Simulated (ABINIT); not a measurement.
## Short convergence ladders for NbTc (Cmm2, 2 atoms in the cell)

```
NbTc
1.0
    1.60130    -2.30988     0.00000
    1.60130     2.30988     0.00000
    0.00000     0.00000     4.43654
Nb Tc
1 1
Direct
  0.00000   0.00000   0.01127
  0.50000   0.50000   0.50000
```

Base method: LDA (PW92), norm-conserving pseudopotentials (PseudoDojo nc-sr-04 LDA standard) (plane waves; ABINIT).

Base settings: pseudos = [Nb.upf, Tc.upf]; ecut = 44 Ha; occopt = 7; tsmear = 0.00367493 Ha; ngkpt = 6 6 4; nshiftk = 1; shiftk = 0 0 0; potentials = PseudoDojo nc-sr-04 LDA standard; nband = 19; kptopt = 1.

The count of work is k-points × plane waves × bands × iterations; it is no time. 

**The k-point mesh**

Only quantities that move along the ladder and can be compared are tabulated.

| ngkpt | free energy less the last step's (meV/atom) | pressure (GPa) | largest difference of a force vector from the last step's (eV/Å) | count of work / last |
|---|---|---|---|---|
| 2 2 2 | -23.14 | -23.77 | 0.290 | 0.071 |
| 3 3 2 | 143.88 | -11.27 | 0.087 | 0.14 |
| 4 4 2 | -77.29 | -15.56 | 0.033 | 0.22 |
| 5 5 3 | 8.49 | -15.32 | 0.019 | 0.31 |
| 6 6 4 | 3.82 | -14.26 | 0.001 | 0.62 |
| 8 8 5 | 0.00 | -14.93 | 0.000 | 1.0 |

Coarsest ngkpt that holds the pressure within 1 GPa: not settled: the last two steps still differ by 0.67 GPa, over half the tolerance, so the ladder does not show it.

Coarsest ngkpt that holds the forces within 0.01 eV/Å of the last step, with all finer ones: 6 6 4; the step before is off by 0.019 eV/Å.

Coarsest ngkpt that holds the free energy within 5 meV/atom: not settled: the last two steps still differ by 3.8 meV/atom, over half the tolerance, so the ladder does not show it.

**The k-point mesh at a smearing width of 0.02 eV**

In this ladder: tsmear = 0.00073499 Ha.

Only quantities that move along the ladder and can be compared are tabulated.

| ngkpt | free energy less the last step's (meV/atom) | pressure (GPa) | largest difference of a force vector from the last step's (eV/Å) | count of work / last |
|---|---|---|---|---|
| 4 4 3 | 14.88 | -14.86 | 0.005 | 0.11 |
| 6 6 4 | -3.79 | -14.37 | 0.016 | 0.29 |
| 9 9 6 | -6.47 | -14.92 | 0.000 | 0.69 |
| 11 11 7 | 0.00 | -14.78 | 0.000 | 1.0 |

Coarsest ngkpt that holds the pressure within 0.2 GPa: not settled: the last two steps still differ by 0.13 GPa, over half the tolerance, so the ladder does not show it.

Coarsest ngkpt that holds the forces within 0.01 eV/Å of the last step, with all finer ones: 9 9 6; the step before is off by 0.016 eV/Å.

Coarsest ngkpt that holds the free energy within 5 meV/atom: not settled: the last two steps still differ by 6.5 meV/atom, over half the tolerance, so the ladder does not show it.

**The k-point mesh at a smearing width of 0.3 eV**

In this ladder: tsmear = 0.0110248 Ha.

Only quantities that move along the ladder and can be compared are tabulated.

| ngkpt | free energy less the last step's (meV/atom) | pressure (GPa) | largest difference of a force vector from the last step's (eV/Å) | count of work / last |
|---|---|---|---|---|
| 4 4 3 | 13.47 | -14.56 | 0.024 | 0.10 |
| 6 6 4 | -2.86 | -14.16 | 0.015 | 0.25 |
| 9 9 6 | -4.86 | -14.63 | 0.006 | 0.64 |
| 11 11 7 | 0.00 | -14.54 | 0.000 | 1.0 |

Coarsest ngkpt that holds the pressure within 0.2 GPa of the last step, with all finer ones: 9 9 6; the step before is off by 0.38 GPa.

Coarsest ngkpt that holds the free energy within 2 meV/atom: not settled: the last two steps still differ by 4.9 meV/atom, over half the tolerance, so the ladder does not show it.

On the base run: the starting cell comes from a database of computed structures (which also holds hypothetical and non-ambient phases and stackings), without a prior relaxation at this level. Its lattice was rescaled by up to half a per cent. One atom was moved a little off its site on purpose. Spin polarisation is off. In the base run, with a pressure of about -14 GPa the cell is away from its equilibrium volume at this level. Without a gap this mesh is coarse (it stands for a supercell whose shortest vector is 17 Å).
